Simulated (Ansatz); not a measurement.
Take TiSi2 (space group Fddd, No. 70) as the base.

```
TiSi2
1.0
    0.00000     4.13234     4.28268
    2.40310     0.00000     4.28268
    2.40310     4.13234     0.00000
Si Ti
4 2
Direct
  0.66302   0.33698   0.66302
  0.33698   0.66302   0.33698
  0.58698   0.91302   0.58698
  0.91302   0.58698   0.91302
  0.00000   0.00000   0.00000
  0.25000   0.25000   0.25000
```

Cartesian axes are those of the cell as printed.

All numbers come from PBE/PAW in Ansatz (a first-principles code), without spin-orbit coupling.

Strains are applied to the cell and any free atomic positions relax; under biaxial strain the out-of-plane vector relaxes too.

One change was made to it. Results:

| quantity | base | after |
|---|---|---|
| energy relative to the base (free energy F) | 0 meV/atom | +0.7 meV/atom |
| pressure (mean of the normal stresses, compression positive) | 0.0 GPa | 1.1 GPa |
| volume per atom | 14.18 Å³ | 14.06 Å³ |

Name the change that was made.
(A) uniaxial strain ε_xx = +1.75 %
(B) biaxial strain −4.33 %, plane normal [001], relaxed out of plane
(C) isotropic strain −5.34 %
(D) biaxial strain +1.93 %, plane normal [001], relaxed out of plane
(E) biaxial strain −0.48 %, plane normal [001], relaxed out of plane

E, biaxial strain −0.48 %, plane normal [001], relaxed out of plane. For comparison, the energy relative to the base in the other runs: isotropic strain −5.34 % gives +195 meV/atom; uniaxial strain ε_xx = +1.75 % gives +4.0 meV/atom; biaxial strain +1.93 %, plane normal [001], relaxed out of plane gives +9.6 meV/atom; biaxial strain −4.33 %, plane normal [001], relaxed out of plane gives +62 meV/atom.

Without a gap, meshes like the base's 13×13×13 leave anisotropic stresses uncertain by several tenths of a GPa, and small strain energies with them. Whether these cells are dynamically stable was not tested. All final runs are without spin polarisation.
